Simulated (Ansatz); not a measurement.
Ansatz (a program for electronic structure) run on In (I4/mmm, 1 atom in the cell): self-consistent single point.

Level of theory: PBE (plane waves, PAW; Ansatz).

The change in words: lattice scaled by 0.98; basis.ecutwfc: 420 eV → 735 eV. Reference geometry:
```xyz
1
Lattice="-1.6299 1.6299 2.4824 1.6299 -1.6299 2.4824 1.6299 1.6299 -2.4824" Properties=species:S:1:pos:R:3 pbc="T T T"
In     0.0000     0.0000     0.0000
```

Reference input (self-consistent single point, DFT, PBE, plane waves, default PAW files): basis.ecutwfc = 420 eV; kpoints.mp_grid.grid = 14 14 14; hamiltonian.xc = pbe; hamiltonian.pseudopotentials = {kind: paw} (the program's default PAW files); scf.occupations.method = fermi_dirac; scf.occupations.width = 0.1 eV. This run's input differs from it in these lines:

Ansatz 0.2 input:
```diff
@@ -3,5 +3,5 @@
   lattice:
-    - [-1.629875, 1.629875, 2.482425]
-    - [1.629875, -1.629875, 2.482425]
-    - [1.629875, 1.629875, -2.482425]
+    - [-1.597278, 1.597278, 2.432776]
+    - [1.597278, -1.597278, 2.432776]
+    - [1.597278, 1.597278, -2.432776]
   atoms:
@@ -9,3 +9,3 @@
 basis:
-  ecutwfc: 420.0
+  ecutwfc: 735.0
 kpoints:
```

The program printed (abridged):

```
SCF iter   1: F=—  HF=-5597.821066 eV  |F-HF|=—  |Δ(HF+E_count)|=         —  Δρ=7.99e-4  dr2=1.40e-4  ethr=1.77e-3  ⟨swp⟩=5.0  Hψ=16408  notcnv=0
all-band conjugate gradients solve this SCF's bands
preconditioner: auto → none
SCF iter   2: F=—  HF=-5597.820685 eV  |F-HF|=—  |Δ(HF+E_count)|=   3.81e-4  Δρ=5.14e-4  dr2=6.70e-5  ethr=1.07e-6  ⟨swp⟩=2.1  Hψ=5976  notcnv=0
SCF iter   3: F=—  HF=-5597.820712 eV  |F-HF|=—  |Δ(HF+E_count)|=   2.68e-5  Δρ=3.59e-4  dr2=1.75e-5  ethr=5.15e-7  ⟨swp⟩=2.0  Hψ=4190  notcnv=0
SCF iter   4: F=—  HF=-5597.820702 eV  |F-HF|=—  |Δ(HF+E_count)|=   9.80e-6  Δρ=1.30e-4  dr2=2.10e-6  ethr=1.35e-7  ⟨swp⟩=2.4  Hψ=4225  notcnv=0
SCF iter   5: F=—  HF=-5597.820701 eV  |F-HF|=—  |Δ(HF+E_count)|=   8.83e-7  Δρ=8.75e-5  dr2=8.64e-7  ethr=1.61e-8  ⟨swp⟩=2.0  Hψ=4199  notcnv=0
SCF iter   6: F=—  HF=-5597.820701 eV  |F-HF|=—  |Δ(HF+E_count)|=   4.34e-7  Δρ=3.82e-5  dr2=1.60e-7  ethr=6.65e-9  ⟨swp⟩=2.1  Hψ=3922  notcnv=0
SCF iter   7: F=-5597.820701 eV  HF=-5597.820701 eV  |F-HF|=5.31e-9  |Δ(HF+E_count)|=   1.00e-7  Δρ=6.22e-6  dr2=4.30e-9  ethr=7.69e-10  ⟨swp⟩=4.7  Hψ=8823  notcnv=0
SCF 1 converged in 7 iterations: F = -5597.820701 eV  dr2 = 4.30e-9
Free energy (F): -5597.820701 eV
Internal energy: -5597.807937 eV  (E = F + TS)
E sigma→0 (E₀):  -5597.814319 eV
Entropy (-TS):   -0.012763 eV (-12.763 meV/atom)
Fermi energy:    11.054088 eV
--- Forces (eV/Å), atoms counted from 1 ---
  atom   1  In     0.00000000     0.00000000    -0.00000000
--- Stress (GPa, compression-positive) ---
        4.685528      -0.000000      -0.000000
       -0.000000       4.685528      -0.000000
       -0.000000       0.000000       4.709014
  P = ⅓ Tr σ = 4.6934 GPa (46.934 kbar)
  The stress holds the Pulay correction. Without it, at fixed plane waves, as pw.x and ABINIT print it: P = 4.6924 GPa
```

The run converged in 7 iterations. Against the reference run the free energy rises by 28.3 meV/atom and the pressure goes from 1.61 to 4.69 GPa.

The starting cell has typed, rounded lattice constants, without a prior relaxation at this level. Its lattice was rescaled by up to half a per cent. For this run, on top of that: lattice scaled by 0.98. Ansatz's pressure includes its estimate of the finite-basis (Pulay) stress.
